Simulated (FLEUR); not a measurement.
## Equation of state of rock-salt MgO (space group 225): energy against volume (FLEUR, LDA)

```yaml
crystal:
  lattice:
    - [0.00000, 2.02313, 2.02313]
    - [2.02313, 0.00000, 2.02313]
    - [2.02313, 2.02313, 0.00000]
  atoms:
    - { symbol: Mg, position: [0.00000, 0.00000, 0.00000] }
    - { symbol: O, position: [0.50000, 0.50000, 0.50000] }
```

Method of the run: LDA (Vosko-Wilk-Nusair), all-electron FLAPW (FLEUR), scalar-relativistic valence (FLEUR). Settings: Kmax = 4.79 1/bohr; GmaxXC = 19.2 1/bohr; xcFunctional = vwn; jspins = 1; l_soc = F; mode = hist; fermiSmearingEnergy = 0.00036749 Htr; mesh (inpgen div1-3) = 14 14 14; inpgen gamma flag = true; Gmax = 19.2 1/bohr; numbands = 0; maxIterBroyd = 15; imix = Anderson; alpha = 0.05; precondParam = 0; minDistance = 1e-05 me/bohr^3. The cell above is the first row's. The rows scale it uniformly. In all rows fractional positions and the k mesh are held. E is the free energy at the stated smearing, counted from the lowest row.

```
V (Å^3/atom)  E (meV/atom)
------------  ------------
8.2808               37.21
8.4608               20.40
8.6408                8.95
8.8208                2.35
9.0008                0.00
9.1809                1.56
9.3609                6.69
9.5409               15.00
9.7209                   ?
```

Task: Using the third-order Birch-Murnaghan form, a cubic in V^(-2/3), estimate the missing E at V = 9.7209 from the other rows, showing the fit.

Result: With u = V^(-2/3) - 0.233, the rows have u = 0.011316, 0.007838, 0.004482, 0.001240, -0.001893, -0.004926, -0.007859, -0.010700. Least squares gives E = 0.914 + 874.70·u + 205376·u² + 61802·u³. Residuals (row less fit): 0.010, -0.017, -0.016, 0.035, 0.006, -0.021, -0.005, 0.008; standard error 0.025 (degrees of freedom: 4). Its minimum lies at u = -0.002132, so V0 = (0.230868)^(-3/2) = 9.015. There d²E/du² = 410000 and d³E/du³ = 370800, so B0 = (4/9) × 9.015^(-7/3) × 410000 × 0.160218 = 173 GPa (the last factor turns the table's units into GPa), and B0' = 4 + (2/3) × 0.230868 × (370800)/410000 = 4.1. At the withheld row, u = -0.013452, so E = 0.914 + 874.70 × (-0.013452) + 205376 × (-0.013452)² + 61802 × (-0.013452)³ = 26.161 meV/atom. The calculation gives 26.19 meV/atom, 0.029 meV/atom above the prediction (0.1 % of the range of E in the table). The row lies outside the fitted rows, so this is an extrapolation. From the scatter of the fitted rows alone, a prediction at this place has a standard error of 0.060 meV/atom, so the miss is 0.5 times that.

Carrying the step between the two nearest rows on in a straight line would have given 23.31, off by 2.88; series whose last step already gives the withheld value aren't shown. The scan was laid around a cell of about the measured size, scaled by a guess for this functional. The runs keep the symmetry of the cell, so they don't test it for distortions. Values depend on the basis (sphere radii, cutoffs, local orbitals), which need not be converged. Cutoffs and mesh are single choices, not tested for convergence of this quantity. Series with a scatter that would blur these digits, or in which a gap closes, are not shown. Nor are scans whose minimum lies at an end fitted in this form.
